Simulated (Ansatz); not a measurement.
Take Ti$_{3}$Al (space group P6_3/mmc, No. 194; a = 5.747 Å, c = 4.632 Å) as the base. Axes: x lies along a and z along c of the hexagonal cell.

Computed with Kohn–Sham DFT with the r2SCAN functional, run in Ansatz (a quantum-chemistry and plane-wave program) with PAW and 500 eV plane waves, no spin-orbit coupling.

For the base:

The pressure is 0.0 GPa.

One thing is altered: uniaxial strain ε_yy = −4.87 %, all other strain components held at zero, atoms relaxed at fixed cell.

Question: What happens to the energy relative to the base, largest internal atomic displacement and pressure?

Answer: The energy increases by 27 meV/atom; the largest internal atomic displacement amounts to 0.066 Å; the pressure (mean of the normal stresses, compression positive) goes from zero to 6.6 GPa.

Stability against distortions was not tested. All final runs are without spin polarisation.
